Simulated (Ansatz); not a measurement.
Consider MoS2 in the 3R-MoS2 type structure (space group R3m, No. 160; layered, stacked along the Cartesian z axis).

```yaml
crystal:
  lattice:
    - [1.57655, 0.91022, 5.99710]
    - [-1.57655, 0.91022, 5.99710]
    - [0.00000, -1.82045, 5.99710]
  atoms:
    - { symbol: Mo, position: [0.00002, 0.00002, 0.00002] }
    - { symbol: S, position: [0.75355, 0.75355, 0.75355] }
    - { symbol: S, position: [0.57974, 0.57974, 0.57974] }
```

Cartesian axes are those of the cell as printed.

Now apply this change: uniaxial strain ε_zz = −0.23 %, all other strain components held at zero, atoms relaxed at fixed cell.

Method: plane-wave PAW DFT at the PBE-D3(BJ) level (Ansatz, an electronic-structure program, 420 eV), spin-orbit coupling left out.

Base, band edges from the VBM (valence, conduction): Γ -1.09, 1.94; F -1.37, 1.52; S₂ -0.80, 0.98; S₀ -0.80, 0.98; L -1.57, 1.58; H₀ -0.82, 1.01; H₂ -0.82, 1.01; T 0.00, 2.08 eV.

### Question
Give the band edges at the high-symmetry points of the new zone, measured from its valence-band maximum.

### Answer
```
point  valence edge (eV)  conduction edge (eV)
-----  -----------------  --------------------
Γ                  -1.08                  1.93
T                   0.00                  2.06
H₂                 -0.83                  1.00
H₀                 -0.83                  1.00
L                  -1.58                  1.57
S₀                 -0.81                  0.97
S₂                 -0.81                  0.97
F                  -1.39                  1.51
```

The gap is 0.75 eV, indirect, T → Γ–S₀ (56 % along).

Whether these cells are dynamically stable was not tested.
